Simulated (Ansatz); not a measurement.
Start from Ta in the bcc (W type) structure (space group Im-3m, No. 229; a = 3.282 Å).

All numbers come from PBEsol/PAW in Ansatz (an electronic-structure program), no spin-orbit coupling.

Before the change:

| Item | Value |
|---|---|
| Lattice parameter a | 3.282 Å |

It is then changed as follows: cell and atoms relaxed at a pressure of 0.9 GPa.

**Question.** How does this affect the lattice parameter a?

**Answer.** The lattice parameter a decreases by 0.005 Å, from 3.282 Å to 3.277 Å.

Load acts through the strain it causes; cell and atoms are relaxed under it. Whether these cells are dynamically stable was not tested. The final runs are not spin-polarised.
